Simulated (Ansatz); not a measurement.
Consider an 8-atom supercell of HgTe in the zinc blende structure (space group F-43m, No. 216; a = 6.510 Å) at its relaxed geometry.

All numbers come from PBEsol, PAW, 420 eV (Ansatz, a program for electronic structure; no SOC).

For the base:

| Quantity | Value |
|---|---|
| Mean distance from the defect site to its nearest host atoms | 2.82 Å |
| Pressure | 0.0 GPa |

Now apply this change: one Te atom is replaced by I, atoms relaxed at fixed cell, starting from a slightly rattled geometry.

Q: How does this affect the mean distance from the defect site to its nearest host atoms?

A: The mean distance from the defect site to its nearest host atoms increases by 0.16 Å to 2.98 Å.

Q: What happens to the largest displacement of a host atom from its site in the perfect cell?

A: The largest displacement of a host atom from its site in the perfect cell comes out as 0.18 Å.

Q: What happens to the pressure?

A: The pressure goes from zero to 2.7 GPa.

In so small a cell the defect repeats every few ångströms: this is an ordered compound, not a dilute defect. A case with no gap was solved on a k-mesh chosen for an insulator, which is coarse for it. The final runs are not spin-polarised. The defect cell is not spin-polarised.
